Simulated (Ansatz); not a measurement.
Base system: HfO₂ in the fluorite structure (space group Fm-3m, No. 225; a = 5.044 Å). Axes: x, y, z lie along the cube axes.

Method: Kohn–Sham DFT with the PBEsol functional, run in Ansatz (a quantum-chemistry and plane-wave program) with PAW and 420 eV plane waves, spin-orbit coupling left out.

It is then changed as follows: an isotropic linear strain of −1.00 %, atoms relaxed at fixed cell.

Q: Predict the stress tensor and what it implies for the stiffness.

A: Stress of the strained cell less that of the base (GPa, compression positive):
```
   8.50    0.00    0.00
   0.00    8.50    0.00
   0.00    0.00    8.50
```

Then B = −ΔP/(ΔV/V₀) with ΔV/V₀ = -0.0297 gives secant stiffness values (nonlinear terms included at this strain): B ≈ 286 GPa.

As a check, the harmonic strain energy −½ V₀ Δσ:ε is 8.5 meV/atom; the computed energy rise is 8.2 meV/atom.

Whether these cells are dynamically stable was not tested. This is not the structure that HfO2 has at room temperature and ambient pressure.
